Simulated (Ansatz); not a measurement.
Amorphous Si24O48Cu2, 74 atoms at 2.35 g/cm³, one PBE-relaxed geometry, zone centre. Methods: PBE, scalar-relativistic without spin-orbit coupling (Ansatz, a quantum-chemistry and plane-wave program); r2SCAN, scalar-relativistic without spin-orbit coupling (Ansatz); HSE06, scalar-relativistic without spin-orbit coupling (Ansatz). Plane waves to 420 eV (r2SCAN 500 eV); exact exchange is cut at the cell's faces. At PBE the levels at the filled edge of the gap are localised (band-tail or defect states), and the nearest spread-out levels lie 4.8 eV apart at the zone centre. All rungs ran without spin polarisation.

A CHGNet melt-quench gave the starting glass, which DFT then relaxed. O atoms were pushed apart under 1.9 Å during the dynamics, to hinder bonds among them. The hot cell started wider than the set density and was brought back towards it in steps. It is the lowest in DFT energy of 2 quenches. It is a model cell: composition and starting density were chosen by hand, and all elements were melted together. No dispersion term was used. Its density started from a set value of 2.35 and ended at 2.35 g/cm³. Cooling (nominally 320 K/ps over its main leg) ran many orders faster than in experiment, which tends to leave more defects and strain. Values belong to this one cell and scatter from quench to quench. The volume was held where the preparation left it, at a PBE pressure of -0.3 GPa (tension). Stress components on the final sampling reach 1.8 GPa.

The relaxation ran on the zone centre alone. At PBE the level gap is 1.68 eV on a 2×2×2 Γ-centred mesh, and the spacing at the zone centre alone 1.77 eV.

Problem. What zone-centre spacing does r2SCAN give, roughly?

Solution. 2.03 eV (+0.27 eV against PBE).

Problem. What zone-centre spacing does HSE06 give, roughly?

Solution. 3.11 eV (+1.34 eV against PBE).

The highest filled and the lowest empty state spread over these numbers of atoms (participation numbers): PBE: 1.9 and 14.0; r2SCAN: 1.7 and 12.4; HSE06: 2.4 and 19.6.
